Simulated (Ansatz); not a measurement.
C (P6_3/mmc) under uniaxial stress along c (compression positive): electron mass along z by PBE, rigid bands (plane waves, PAW, scalar-relativistic; Ansatz, an electronic-structure program). The unloaded cell, whose axes the loads refer to:

Space group P6₃/mmc (No. 194); a = b = 2.4988 Å, c = 4.1609 Å, α = β = 90.00°, γ = 120.00°

| atom | site | symmetry | x | y | z |
|---|---|---|---|---|---|
| C | 4f | 3m. | 0.6667 | 0.3333 | 0.0628 |

```
uniaxial stress along c (compression positive) (GPa)  volume per atom (Å³)  electron mass along z (mₑ)
----------------------------------------------------  --------------------  --------------------------
-44                                                                   5.84                       0.298
-22                                                                   5.72                       0.287
0                                                                     5.63                       0.277
22                                                                    5.54                           ?
44                                                                    5.46                       0.263
```

Q: Fit a straight line to ln(electron mass along z) against the load over the rows given, and predict the row at 22 GPa.

A: The means are x̄ = -5.500 GPa and ȳ = -1.2696; Σ(x − x̄)(y − ȳ) = -5.966 and Σ(x − x̄)² = 4235, so the slope is -0.141 % per GPa, and the rows given lie within 0.64 % of the line. At 22 GPa the line gives 0.270 mₑ; the calculation gives 0.270 mₑ, 0.10 % from it.

Masses are for dilute carriers at 300 K, harmonic means over directions unless an axis is named. Spin-orbit coupling is left out. Stresses and pressures are the targets of the relaxation. The structure type is held at every load. Geometry: cell and atoms relaxed with PBEsol.
